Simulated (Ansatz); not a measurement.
An Ansatz (a quantum-chemistry and plane-wave program) run: Li; PBEsol (Ansatz, PAW, scalar-relativistic without spin-orbit coupling).

Input:

Ansatz 0.2 input:
```yaml
crystal:
  lattice:
    - [1.5307627729, 0.883786299, 7.4703206045]
    - [-1.5307627729, 0.883786299, 7.4703206045]
    - [0, -1.767572598, 7.4703206045]
  atoms:
    - { symbol: Li, position: [0.7777573137, 0.7777573137, 0.7777573137] }
    - { symbol: Li, position: [0.2222426863, 0.2222426863, 0.2222426863] }
    - { symbol: Li, position: [0, 0, 0] }
basis: { ecutwfc: 420, ecutrho_ratio: 4, xc_grid: 2, fft_grid_basis: typed }
kpoints: { mp_grid: { grid: [18, 18, 18] } }
hamiltonian:
  xc: pbesol
  dispersion: none
  pseudopotentials: { kind: paw }
scf: { occupations: { method: fermi_dirac, width: 0.05 }, convergence: { dr2_threshold: 0.0000000003 } }
output: { forces: true, stress: true }
```

Output (explanatory and most iteration lines left out):

```
Pseudopotential: Li, paw, valence charge 3
Crystal: 3 atoms, lattice volume = 60.638 Å³
Basis set: ecut = 420 eV, 1165 PW (Γ), exchange–correlation on 108×108×108 points (8 copies of the dense FFT grid, shifted against one another)
Bands: 9, of which v1, the nominal top of the filled ones, is band 5 counted from 1 (4 counted from 0)
Symmetry: 12 space group operations
Space group: R-3m (ITA 166), of the structure as read, at distance tolerance 3.9e-5 Å
k-points: 580 of 5832
Functional: x = pbesol(κ = 0.804, μ = 0.12345679012345678), c = pbesol(β = 0.046)
SCF iter   1: F=—  HF=-609.007196 eV  |F-HF|=—  |Δ(HF+E_count)|=         —  Δρ=1.49e-3  dr2=4.59e-4  ethr=1.77e-3  ⟨swp⟩=4.1  Hψ=29853  notcnv=0
SCF iter   2: F=—  HF=-609.005564 eV  |F-HF|=—  |Δ(HF+E_count)|=   1.63e-3  Δρ=6.75e-4  dr2=1.11e-4  ethr=5.11e-6  ⟨swp⟩=2.1  Hψ=12355  notcnv=0
SCF 1 converged in 7 iterations: F = -609.005253 eV  dr2 = 4.19e-12
SCF converged after 7 iterations
Free energy (F): -609.005253 eV
Internal energy: -608.994015 eV  (E = F + TS)
E sigma→0 (E₀):  -608.999634 eV
Entropy (-TS):   -0.011239 eV (-3.746 meV/atom)
Fermi energy:    1.030973 eV
--- Forces (eV/Å), atoms counted from 1 ---
  atom   1  Li     0.00000000    -0.00000000     0.00044170
  atom   2  Li     0.00000000     0.00000000    -0.00044170
  atom   3  Li    -0.00000000     0.00000000     0.00000000
--- Stress (GPa, compression-positive) ---
       -0.070462       0.000000       0.000000
        0.000000      -0.070462       0.000000
       -0.000000       0.000000       0.109582
  P = ⅓ Tr σ = -0.0104 GPa (-0.104 kbar)
```

No phonon test of stability was made. The cell is Li (space group R-3m, No. 166). This is not the structure that Li has at room temperature and ambient pressure.
